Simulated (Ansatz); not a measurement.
Consider the following.

```xyz
8
Lattice="5.7471 0.0000 0.0000 -2.8736 4.9120 0.0000 0.0000 0.0000 4.6315" Properties=species:S:1:pos:R:3 pbc="T T T"
Ti     2.8736     3.2578     1.1579
Ti    -1.4004     4.0686     3.4736
Ti     1.4732     0.8433     1.1579
Ti     0.0000     1.6541     3.4736
Ti     4.2739     0.8433     1.1579
Ti     1.4004     4.0686     3.4736
Al     0.0000     3.2738     1.1579
Al     2.8736     1.6381     3.4736
```

No spin polarisation.

Method: DFT with r2SCAN, PAW potentials and a 500 eV plane-wave cutoff in Ansatz (a quantum-chemistry and plane-wave program), without spin-orbit coupling. Γ-centred 10×10×10 mesh, Fermi–Dirac width 0.05 eV.

Task: Predict the pressure, band gap and space group.

Result: 
- Pressure (mean of the normal stresses, compression positive) = 1.6 GPa
- Band gap = zero
- Space group = Cmcm (No. 63)

The cells carry an imposed strain or load. Whether these cells are dynamically stable was not tested. The final runs are not spin-polarised. The cell was made from Ti3Al (space group P6_3/mmc, No. 194) by this change: uniaxial strain ε_yy = −1.31 %.
